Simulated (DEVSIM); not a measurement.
Structure: Cr/SiO2/n-Ge capacitor, at 250 K.

Layer 1 from the left is SiO2, thickness (nm) 14.0. Layer 2 from the left is Ge, thickness (nm) 1300, Nd (cm⁻³) 2e17.

Metal gate on the left, work function 4.5 eV. Fixed charge at the semiconductor interface -4.3e10 cm⁻² (in units of +e); no interface traps.

The device is made up for the run: typed textbook-type constants, with dimensions and the other settings drawn at random. Values at 300 K; Nc and Nv go as T^1.5, mobilities as T to minus their exponent, the gap by Varshni's rule with the affinity fixed.

SiO2: gap (eV) 9, affinity (eV) 0.9, permittivity 3.9. Ge: gap (eV) 0.664, affinity (eV) 4, permittivity 16, Nc (cm⁻³) 1.04e19, Nv (cm⁻³) 6e18, Varshni α (eV/K) 0.000477, Varshni β (K) 235.

### Question
Estimate by hand the flat-band voltage, the threshold voltage, and compare with a numerical solution.

### Answer

- Flat-band voltage: C = 0.247 μF/cm², work-function difference 0.421 V; VFB = φms − qNf/C = 0.45 V; numerical 0.45 V.
- Threshold voltage: φF = 0.268 V, depletion charge √(4εqNφF) = 2.21e-7 C/cm²; VT = VFB − 2φF − Qd/C = -0.98 V; numerical -0.98 V.

Model (solved in DEVSIM): 1D Poisson equation in equilibrium, Boltzmann statistics, complete ionisation; no quantum confinement or tunnelling. Metal contacts follow the ideal Schottky-Mott rule: no Fermi-level pinning, no interface dipoles.
